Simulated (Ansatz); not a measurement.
The slab is Si(111) 1x1 surface, 6 top atoms, 3 bilayers, bottom bilayer H-capped and fixed, every top atom capped by H; cell 11.5 x 6.6 Å; two neighbouring H replaced by SH; about 7 Å thick over the host's atoms, 18 atoms held. Level of theory: PBE-D3(BJ) (plane waves to 420 eV, PAW; Ansatz, an electronic-structure program). k mesh 1 x 2 x 1. Some slab states were started with spin and the others were run without it. No Hubbard U. Results hold for this slab, coverage and mesh. Energies are static: no zero-point or thermal part. Each state was relaxed from one prepared geometry.

One MoF6 a cell is brought to Si(111):H with two SH. Relaxed result near the molecule:

```csv
atom,x (Å),y (Å),z (Å)
H(14),11.551,6.668,11.016
H(44),7.614,6.641,10.999
H(45),9.583,3.359,11.018
H(47),6.202,4.469,11.880
H(49),12.085,3.306,11.802
Mo(a0),9.518,6.409,13.916
F(a1),9.510,5.168,15.283
F(a2),9.539,7.643,12.519
F(a3),11.226,6.949,14.382
F(a4),7.816,5.864,13.386
F(a5),8.771,7.681,15.030
F(a6),10.242,5.130,12.764
```

Problem. What is the adsorption energy against the free MoF6 and the slab before, and how much of it is dispersion?

Solution. -0.47 eV (negative: bound); the D3 term gives -0.34 eV of it. Its closest contacts to the rest of the cell: F(a4)...H(44) 2.52 Å, F(a6)...H(45) 2.57 Å, F(a4)...H(47) 2.61 Å.
